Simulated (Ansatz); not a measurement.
## A computed series for Cr: thickness series

Take Cr in the bcc (W type) structure (space group Im-3m, No. 229; a = 2.8293 Å; non-magnetic) as the base. Axes: x, y, z lie along the cube axes.

Free-standing slabs (1 atom(s) a layer) normal to [110] with 15 Å of vacuum; in-plane cell held at bulk.

Method: Kohn–Sham DFT with the r2SCAN functional, run in Ansatz (a program for electronic structure) with PAW and 500 eV plane waves, no SOC.

Notes on the quantities. excess energy per area of both faces: slab less bulk energy over the cell's area: twice a surface energy; uncertain by up to 0.2 J/m²; layer's space group: with vacuum.

| case | excess energy per area of both faces | layer's space group | thickness between the outermost nuclei | shortest interatomic distance |
|---|---|---|---|---|
| base | – | – | – | 2.450 Å |
| 1 layer | – | Cmmm (No. 65) | – | 2.450 Å |
| 2 layers | [?] | Cmme (No. 67) | 1.78 Å | 2.277 Å |
| 3 layers | 7.4 J/m² | Cmmm (No. 65) | 3.86 Å | 2.395 Å |
| 4 layers | 7.3 J/m² | Cmme (No. 67) | 5.88 Å | 2.389 Å |
| 5 layers | 7.2 J/m² | Cmmm (No. 65) | 7.85 Å | 2.377 Å |
| 6 layers | 7.2 J/m² | Cmme (No. 67) | 9.86 Å | [?] |
| 7 layers | 7.2 J/m² | Cmmm (No. 65) | 11.86 Å | 2.380 Å |

Task: Fill in the withheld entries from the trend.

Result: 
- 2 layers, excess energy per area of both faces: 6.92 J/m²
- 6 layers, shortest interatomic distance: 2.381 Å

Slab and bulk use different k-meshes, which limits the precision of the excess energy. Whether these cells are dynamically stable was not tested. Seeded moments were not kept for the base. All final runs are without spin polarisation. Real Cr is antiferromagnetic at low temperature and ambient pressure, an order that this cell doesn't hold.
